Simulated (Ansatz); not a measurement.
Base system: MgO in the rock salt structure (space group Fm-3m, No. 225).

```xyz
2
Lattice="0.0000 2.1070 2.1070 2.1070 0.0000 2.1070 2.1070 2.1070 0.0000" Properties=species:S:1:pos:R:3 pbc="T T T"
Mg     0.0000     0.0000     0.0000
O      2.1070     2.1070     2.1070
```

The values are results of plane-wave PAW DFT at the PBEsol level (Ansatz, a quantum-chemistry and plane-wave program, 420 eV), spin-orbit coupling left out, not measurements.

Base values:

The electron mass is 0.34 mₑ (at Γ) and the band gap is 4.62 eV. The gap character is direct at Γ and the volume per atom is 9.35 Å³.

One thing is altered: cell and atoms relaxed at a pressure of 30 GPa.

Problem. What does the calculation give for the electron mass, band gap, gap character and volume per atom after the change?

Solution. The electron mass becomes 0.39 mₑ (at Γ) (base: 0.34 mₑ (at Γ)); the band gap grows by 1.49 eV to 6.11 eV; the gap character stays direct at Γ; the volume per atom falls by 1.239 Å³ (9.35 Å³ → 8.12 Å³).

Load acts through the strain it causes; cell and atoms are relaxed under it. Effective masses come from finite differences of ±0.01 Å⁻¹. Whether these cells are dynamically stable was not tested. No other phases were tried under pressure.
